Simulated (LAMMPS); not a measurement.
Consider HgSe (zinc blende), a cell 112 Å long along the (110) normal (2496 atoms) with 64 % of it melted and the whole then held at 630 K and zero normal pressure in molecular dynamics.

Computed with classical MD, pair style sw, file CdTeZnSeHgS0.sw; code LAMMPS.

Question: What does the simulation give for the direction, the interface speed (growth positive)?

Answer: direction: the crystal grows; interface speed (growth positive): 4.0 ± 0.1 m/s.

Caution: the real compound melts congruently only under the pressure of its own vapour and loses its more volatile element when open.
